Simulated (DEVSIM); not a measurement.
System: CdS/CdTe n-p heterojunction, at 300 K.

```
layer (left to right)  material  thickness (μm)  Nd (cm⁻³)  Na (cm⁻³)  τn (s)  τp (s)
---------------------  --------  --------------  ---------  ---------  ------  ------
1                           CdS          0.0500       1e18          -  4.5e-9  4.5e-9
2                          CdTe           0.180          -       5e17  4.5e-9  4.5e-9
```

Left contact: ohmic. Right contact: ohmic. Voltage is applied to the left contact. Recombination: SRH at mid-gap, radiative. Mobility is μmin + (μ − μmin)/(1 + (N/Nref)^α).

The device is made up for the run: typed textbook-type constants, with dimensions and the other settings drawn at random. Values at 300 K. The table also holds parameters that only a changed run uses.

```
parameter         CdS    CdTe
-------------  ------  ------
gap (eV)          2.4     1.5
affinity (eV)     4.3    4.28
permittivity        9    10.2
Nc (cm⁻³)      2.2e18    8e17
Nv (cm⁻³)      1.8e19  1.8e19
μn (cm²/Vs)       300    1000
μp (cm²/Vs)        25      80
μn,min             30     100
μp,min              3      10
Nref,n           1e17    1e17
Nref,p           1e17    1e17
αn                0.6     0.6
αp                0.6     0.6
B (cm³/s)       1e-10   1e-10
Cn (cm⁶/s)      1e-30   1e-30
Cp (cm⁶/s)      1e-30   1e-30
```

DEVSIM, 1D drift-diffusion, Boltzmann statistics, complete ionisation; no tunnelling, impact ionisation, image-force lowering or self-heating. Band offsets follow the typed affinities; no thermionic-emission limit at abrupt steps, no polarisation charge.

Base results: potential step across the device at zero bias (V) 1.367; largest field in the device at zero bias (V/cm) 440000; dark forward voltage at 100 A/cm² (V) 1.239; dark forward voltage at 1 A/cm² (V) 1.118.

Question: What follows from this one change: doping Nd of layer 1 1e+18 → 3e+16 cm^-3?

Answer: potential step across the device at zero bias 1.367 → 1.276 V; largest field in the device at zero bias 440000 → 220000 V/cm; dark forward voltage at 100 A/cm² little changed (1.241 V); dark forward voltage at 1 A/cm² little changed (1.121 V).

Question: What follows from this one change: thickness of layer 2 0.18 → 0.11 μm?

Answer: potential step across the device at zero bias little changed (1.367 V); largest field in the device at zero bias little changed (440000 V/cm); dark forward voltage at 100 A/cm² 1.239 → 1.225 V; dark forward voltage at 1 A/cm² 1.118 → 1.104 V.

Question: What follows from this one change: constant mobility in place of the doping-dependent one?

Answer: potential step across the device at zero bias little changed (1.367 V); largest field in the device at zero bias little changed (440000 V/cm); dark forward voltage at 100 A/cm² 1.239 → 1.211 V; dark forward voltage at 1 A/cm² 1.118 → 1.091 V.
